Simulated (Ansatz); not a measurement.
The parent structure is LiBr in the rock salt structure (space group Fm-3m, No. 225).

```cif
data_Br4Li4
_chemical_formula_sum 'Br4 Li4'
_space_group_name_H-M_alt 'Fm-3m'
_space_group_IT_number 225
_space_group_name_Hall '-F 4 2 3'
_cell_length_a 5.51108
_cell_length_b 5.51108
_cell_length_c 5.51108
_cell_angle_alpha 90.000
_cell_angle_beta 90.000
_cell_angle_gamma 90.000
loop_
_atom_site_label
_atom_site_type_symbol
_atom_site_symmetry_multiplicity
_atom_site_Wyckoff_symbol
_atom_site_fract_x
_atom_site_fract_y
_atom_site_fract_z
_atom_site_occupancy
Br1 Br 4 a 0.00000 0.00000 0.00000 1
Li1 Li 4 b 0.50000 0.50000 0.50000 1
```
(The calculation used a cell of 2 atoms; values per cell refer to that cell.)

Level of theory: DFT with PBE, PAW potentials and a 420 eV plane-wave cutoff in Ansatz (an electronic-structure program), scalar-relativistic without spin-orbit coupling.

Base values:

```
Item                                                    Value
-----------------------------  ------------------------------
Band gap                                              4.91 eV
Shortest interatomic distance                         2.756 Å
Electron mass                                  0.35 mₑ (at Γ)
Gap character                  indirect, K–Γ (81 % along) → Γ
```

The change: cell and atoms relaxed at a pressure of 30 GPa.

### Question
How does this affect the band gap, shortest interatomic distance, electron mass and gap character?

### Answer
The band gap goes up by 0.82 eV, from 4.91 eV to 5.73 eV; the shortest interatomic distance shrinks by 0.379 Å (2.756 Å → 2.377 Å); the electron mass goes from 0.35 mₑ (at Γ) to 0.97 mₑ along k, 0.21 mₑ across (at L); the gap character changes from indirect, K–Γ (81 % along) → Γ to indirect, K–Γ (74 % along) → L.

Load acts through the strain it causes; cell and atoms are relaxed under it. Effective masses come from finite differences of ±0.01 Å⁻¹. Along k means along the line from Γ to the band edge. Stability against distortions was not tested. Competing high-pressure phases were not computed.
